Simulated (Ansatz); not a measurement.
Al on the Si site + C vacancy in 4H silicon carbide: one set of geometries, relaxed with PBE, evaluated in Ansatz (PAW, plane waves to 420 eV, 500 eV under r2SCAN) with PBE, r2SCAN.

Details: 96-site cell; 2×2×2 shifted k-points; start: the Si(k) site; C(k) 1.90 Å away, along c; charged states image-corrected; finite-size errors of tenths of an eV; relaxed from one start, so a lower configuration may exist; flagged in the runs: a host whose relaxation on this sampling wasn't shown to rest.

```json
[
 {"quantity": "host gap (eV)", "PBE": "2.23", "r2SCAN": "2.59"},
 {"quantity": "ε(+1/0) above the VBM (eV)", "PBE": "1.41", "r2SCAN": "1.55"},
 {"quantity": "neutral formation energy against fcc Al, graphite, silicon (eV)", "PBE": "3.85", "r2SCAN": "4.21"},
 {"quantity": "largest moment on one atom at charge 0 (μB)", "PBE": "0.08", "r2SCAN": "0.10"}
]
```

PBE narrows the gap by 0.36 eV against r2SCAN, the highest level run, and puts the levels 0.14 eV lower above the valence-band maximum on average.

Ansatz is a program for electronic structure.
